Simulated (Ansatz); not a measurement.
Consider SnO in the litharge type structure (space group P4/nmm, No. 129; a = 3.8371 Å, c = 4.7586 Å; layered, stacked along the Cartesian z axis).

(Cell as relaxed with PBE-D3(BJ).)

Levels (all Ansatz, a quantum-chemistry and plane-wave program, PAW): PBE-D3(BJ) (420 eV, no spin-orbit coupling); r2SCAN+rVV10 (500 eV, no SOC).

Each level relaxes its own structure.

```tsv
base	PBE-D3(BJ)	r2SCAN+rVV10
volume per atom	17.52 Å³	17.14 Å³
lattice parameter a	7.251 bohr	7.168 bohr
band gap	zero	zero
```

The change: cell and atoms relaxed at a pressure of 4.5 GPa.

```tsv
quantity	PBE-D3(BJ)	r2SCAN+rVV10
volume per atom	15.89 Å³	___
c/a ratio	1.185	___
```

Task: Given the PBE-D3(BJ) results, estimate those of r2SCAN+rVV10.

Result: 
- volume per atom, r2SCAN+rVV10: 15.59 Å³
- c/a ratio, r2SCAN+rVV10: 1.199

PBE-D3(BJ)'s volume per atom lies 0.30 Å³ above r2SCAN+rVV10's (1.9 %); PBE-D3(BJ)'s c/a ratio lies 0.014 below r2SCAN+rVV10's. Neither level is exact; r2SCAN+rVV10 is the comparison here, not a measurement.

The mesh was chosen for an insulator and is coarse for the gapless case. Load acts through the strain it causes; cell and atoms are relaxed under it. Whether these cells are dynamically stable was not tested. The final runs are not spin-polarised. A zero or small gap of SnO can be the functional's error rather than a property of the material.
